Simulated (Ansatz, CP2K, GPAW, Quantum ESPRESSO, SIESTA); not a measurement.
One structure in several programs: YAl3Ag (Imm2, 5 atoms in the cell)

Self-consistent single point.

```
CELL_PARAMETERS angstrom
     -2.10990     2.11889     5.70845
      2.10990    -2.11889     5.70845
      2.10990     2.11889    -5.70845
ATOMIC_POSITIONS crystal
  Y  0.00014 0.00014 0.00000
  Al 0.24985 0.74985 0.50000
  Al 0.60966 0.60966 0.00000
  Al 0.39014 0.39014 0.00000
  Ag 0.75020 0.25020 0.50000
```

Shared settings, as Ansatz (an electronic-structure program) writes them: kpoints.mp_grid.grid = 7 7 7; scf.occupations.method = fermi_dirac; scf.occupations.width = 0.05 eV. Potentials and cutoffs stand in the table.

```csv
code,model,pressure (GPa),largest force (eV/Å),cutoff
GPAW,"PBEsol, GPAW PAW datasets PBEsol (made by gpaw-setup)",-4.70,0.110,600 eV
SIESTA,"GGA PBEsol, numerical atomic orbitals DZP, PseudoDojo PBEsol standard norm-conserving potentials (rewritten from UPF to PSML)",-4.80,0.144,grid 350 Ry
Ansatz,"PBEsol, PAW files made with PBE",-4.77,0.114,420 eV
CP2K,"PBEsol, GPW, DZVP-MOLOPT-SR-GTH basis, GTH-PBE potentials (GTH_POTENTIALS)",-3.75,0.058,grid 500 Ry
Quantum ESPRESSO,"PBEsol, PSlibrary ultrasoft (PBE) pseudopotentials",-4.92,0.116,50 Ry
```

Size of the force on each atom (eV/Å): Sizes of forces hide their directions.

```csv
code,Y1,Al2,Al3,Al4,Ag5
GPAW,0.003,0.018,0.110,0.094,0.005
SIESTA,0.003,0.019,0.144,0.127,0.005
Ansatz,0.003,0.018,0.114,0.098,0.005
CP2K,0.004,0.019,0.058,0.042,0.006
Quantum ESPRESSO,0.004,0.018,0.116,0.100,0.005
```

The spread over the programs that give each value: pressure within 1.17 GPa; largest force within 0.086 eV/Å.

SIESTA and CP2K use small atom-centred bases, whose incompleteness enters pressures, forces and empty levels differently from a plane-wave cutoff. Ansatz's pressure is given at a fixed set of plane waves, as the other plane-wave codes print theirs. In the pressure, CP2K (by 1.02) lies more than 1 GPa from the median of the plane-wave programs.

The starting cell comes from a database of computed structures (which also holds hypothetical and non-ambient phases and stackings), without a prior relaxation at this level. Its lattice was rescaled by a random factor within 2.5 % of one.

Left out of this page: Elk (not drawn, or without a comparable value).

Keys are those of Ansatz 0.2.
